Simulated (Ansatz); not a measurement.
## Ti: transverse stress against strain

Ti (hcp, P6_3/mmc, 16.120 Å³/atom at rest, c along z) under a strain ε along c (axis z), the other axes held. LDA in Ansatz, a plane-wave DFT program (PAW, default set), 420 eV, 23×23×13 Γ-centred mesh, Fermi-Dirac smearing 0.10 eV; ions are relaxed within the symmetry of each cell. Stress is positive for a compressed cell.

Here s stands for strain and y for stress xx.

```
strain (%)  stress xx (GPa)
----------  ---------------
-3.00                     ?
-1.50                  1.43
-1.00                  0.94
-0.50                  0.46
0.00                   0.00
0.50                  -0.46
1.00                  -0.90
1.50                  -1.33
```

Fit y of the 7 rows that show it with a straight line. Means: s 0, y 0.020. About the means, the sum of products is -6.4400 and the sum of squares of s is 7.0000; the slope is their ratio. Least squares gives y = 0.020 - 0.9200·s. Residuals (row less fit): 0.030, 0.000, -0.020, -0.020, -0.020, 0.000, 0.030; standard error 0.024 (degrees of freedom: 5). The slope gives the elastic constant C13 = 92 ± 0.9 GPa.

### Question
Predict the withheld y at s = -3.00 from the fit, and compare with the calculation.

### Answer
y = 0.020 - 0.9200 × (-3.0) = 2.780 GPa. The calculation gives 2.99 GPa, 0.210 GPa above the prediction (4.9 % of the range of y in the table). The row lies outside the fitted rows, so this is an extrapolation. From the scatter of the fitted rows alone, a prediction at this place has a standard error of 0.038 GPa, so the miss is 5.5 times that.

One order more, fitted to all 13 runs of the series, follows each within 0.01, so the miss is the next term of a smooth law. In a metal these values are sensitive to mesh and smearing; energies are taken to zero smearing, stresses follow the free energy. Rows are the converged runs of the series near zero and its far end; series whose fitted rows scatter by over a few per cent of the range, as at a crossing or softening among them, aren't shown in this form. Most that stay on the fit to the last digits aren't either.
